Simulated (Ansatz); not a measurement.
The reference is Pt in the fcc (Cu type) structure (space group Fm-3m, No. 225; a = 3.9703 Å).

Computed with PBE in Ansatz (plane waves to 420 eV, PAW, no SOC).

Base values:

| Property | Result |
|---|---|
| Band gap | zero |
| Volume per atom | 15.65 Å³ |

The change: cell and atoms relaxed at a pressure of 75 GPa.

**Question.** What does the calculation give for the band gap and volume per atom after the change?

**Answer.** The band gap remains zero; the volume per atom decreases by 2.634 Å³, from 15.65 Å³ to 13.01 Å³.

Load acts through the strain it causes; cell and atoms are relaxed under it. No phonon test of stability was made. Competing high-pressure phases were not computed. The final runs are not spin-polarised.

Ansatz is a first-principles code.
